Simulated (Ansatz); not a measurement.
How the bulk modulus B0 of BaNbO₂N (P4/mmm, No. 123, 5 atoms in the cell; start mp-1227828) moves with the method

No measured value is used here.

| level (code) | value (GPa) | cell (Å³/atom) |
|---|---|---|
| LDA (Ansatz) | 204 | 13.36 |
| PBEsol (Ansatz) | 191 | 13.65 |
| r²SCAN (Ansatz) | 191 | 13.89 |

LDA, PBEsol, r²SCAN: the bulk modulus is −V dP/dV from two relaxed cells at ±2 % in volume. LDA, PBEsol, r²SCAN: the relaxation could not lower the start's symmetry, so the cell can be a saddle point above a distorted one. Each level is taken at its own relaxed cell. Cutoffs differ between the levels. Ansatz's density-functional and Hartree–Fock values are scalar-relativistic unless marked +SOC, with PAW data made under PBE.

A start named mp-… is a Materials Project structure, which need not be a measured phase.

Ansatz is an electronic-structure program.
